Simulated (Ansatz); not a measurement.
Input:

```yaml
crystal:
  lattice:
    - [4.30194, 0.00000, 0.00000]
    - [-2.15097, 3.72559, 0.00000]
    - [0.00000, 0.00000, 6.91721]
  atoms:
    - { symbol: Cd, position: [0.66667, 0.33333, 0.00215] }
    - { symbol: Cd, position: [0.33333, 0.66667, 0.50215] }
    - { symbol: Se, position: [0.66667, 0.33333, 0.62305] }
    - { symbol: Se, position: [0.33333, 0.66667, 0.12305] }
```

No spin polarisation.

Level of theory: PBEsol (Ansatz, a program for electronic structure), no spin-orbit coupling. k-mesh 9×9×5 (Γ-centred); smearing 0.05 eV (Fermi–Dirac).

Problem. Estimate the space group.

Solution. P6_3mc (No. 186).

Problem. What pressure (mean of the normal stresses, compression positive) does the calculation give?

Solution. 0.80 GPa.

The cells carry an imposed strain or load. Stability against distortions was not tested. The cell was made from CdSe in the wurtzite structure (space group P6_3mc, No. 186) by this change: uniaxial strain ε_zz = −1.48 %.
